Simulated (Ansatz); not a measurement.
How far to go with the plane-wave cutoff: ZnSb2 (P2, 6 atoms in the cell)

```
CELL_PARAMETERS angstrom
      6.79981     0.00000     0.00000
      0.00000     6.79981     0.00000
      0.00000     0.00000     3.21039
ATOMIC_POSITIONS crystal
  Zn 0.50000 0.50000 0.51557
  Zn 0.00000 0.00000 0.00000
  Sb 0.85289 0.35289 0.25000
  Sb 0.35289 0.14711 0.75000
  Sb 0.14711 0.64711 0.25000
  Sb 0.64711 0.85289 0.75000
```

Level of theory: PBEsol, default PAW files made with PBE (plane waves; Ansatz, a first-principles code).

Base settings: basis.ecutwfc = 420 eV; kpoints.mp_grid.grid = 2 2 5; hamiltonian.xc = pbesol; hamiltonian.pseudopotentials = {kind: paw} (the program's default PAW files); scf.occupations.method = gaussian; scf.occupations.width = 0.1 eV.

The second cell is the first with its lattice scaled by 0.98.

The mesh stays at the base's, so the ladder's end is converged at best in this setting alone.

The first pressure column holds Ansatz's estimate of the finite-basis (Pulay) stress, which hides part of the cutoff error; the other is without it.

Only quantities that move along the ladder and can be compared are tabulated.

The count of work is k-points × plane waves × bands × iterations; it is no time. 

The starting cell comes from a database of computed structures (which also holds hypothetical and non-ambient phases and stackings), without a prior relaxation at this level. Its lattice was rescaled by up to half a per cent. One atom was moved a little off its site on purpose. The run gives no clean gap (levels at the Fermi energy touch, overlap or are partly filled at this smearing), which alone does not show that the compound is a metal. Without a gap this mesh is coarse (it stands for a supercell whose shortest vector is 14 Å).

```csv
basis.ecutwfc,free energy less the last step's (meV/atom),energy of the compressed cell less the first (meV/atom),pressure (GPa),pressure without the Pulay estimate (GPa),largest difference of a force vector from the last step's (eV/Å),count of work / last
145 eV,75709.27,353.19,7.43,-1739.58,3.903,0.069
170 eV,28611.09,1030.63,-8.29,-825.23,1.654,0.078
190 eV,13272.53,252.61,-2.06,-434.19,0.170,0.095
210 eV,5964.01,-22.77,-2.67,-219.73,0.318,0.092
230 eV,2725.46,-102.17,-1.22,-113.11,0.049,0.11
250 eV,1129.14,11.95,0.17,-53.76,0.026,0.12
295 eV,135.32,8.70,-0.64,-9.57,0.006,0.16
335 eV,13.95,10.27,-0.88,-1.99,0.003,0.19
380 eV,2.88,9.29,-0.93,-1.00,0.000,0.20
420 eV,1.75,9.15,-0.94,-0.99,0.000,0.23
460 eV,0.76,9.13,-0.95,-0.98,0.000,0.31
505 eV,0.30,9.09,-0.95,-0.96,0.000,0.31
565 eV,0.20,9.09,-0.95,-0.95,0.000,0.42
630 eV,0.11,9.08,-0.95,-0.95,0.000,0.49
735 eV,0.05,9.08,-0.95,-0.95,0.000,0.62
840 eV,0.03,9.08,-0.95,-0.95,0.000,0.75
1010 eV,0.00,9.08,-0.95,-0.95,0.000,1.0
```

Coarsest basis.ecutwfc that holds the pressure within 0.2 GPa of the last step, with all finer ones: 335 eV, at 0.19 of the last step's count of work; the step before is off by 0.31 GPa.

Coarsest basis.ecutwfc that holds the pressure without the Pulay estimate within 0.1 GPa of the last step, with all finer ones: 380 eV, at 0.20 of the last step's count of work; the step before is off by 1.0 GPa.

Coarsest basis.ecutwfc that holds the free energy within 1 meV/atom of the last step, with all finer ones: 460 eV, at 0.31 of the last step's count of work; the step before is off by 1.7 meV/atom.

The energy difference between the two cells stays within 1 meV/atom of the last step's from 380 eV on, the total only from 460 eV on: much of the error is common to both cells and cancels.

At the lowest cutoff the pressure without the Pulay estimate lies 1740 GPa under the last step's, the usual sign of Pulay stress in an incomplete plane-wave basis.

Keys are those of Ansatz 0.2.
